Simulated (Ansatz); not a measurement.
# Zinc-blende PbTe (model structure): properties by level of theory

| level (code) | lattice parameter a (Å) | formation enthalpy (eV/atom) |
|---|---|---|
| LDA (Ansatz) | 7.124 | -0.039 |
| PBE (Ansatz) | 7.334 | -0.218 |
| PBEsol (Ansatz) | 7.207 | -0.084 |
| PBE-D3(BJ) (Ansatz) | (withheld) | -0.080 |
| PBE-D4 (Ansatz) | (withheld) | -0.078 |
| r²SCAN (Ansatz) | 7.284 | (withheld) |

Problem. Some entries are withheld; supply them.

Solution. 
- PBE-D3(BJ) (Ansatz, an electronic-structure program), lattice parameter a (Å): 7.252
- PBE-D4 (Ansatz), lattice parameter a (Å): 7.229
- r²SCAN (Ansatz), formation enthalpy (eV/atom): -0.256

Caveats: a distance lies near a switch of the dispersion term, which can move the cell (PBE-D3(BJ), PBE-D4). Ansatz's density-functional and Hartree–Fock values are scalar-relativistic unless marked +SOC, with PAW data made under PBE.

Computed values are for the static lattice.

A model structure was made by putting elements into a prototype or built by hand; it is no filed structure, need not be a known phase, and can be a saddle point held by its symmetry.
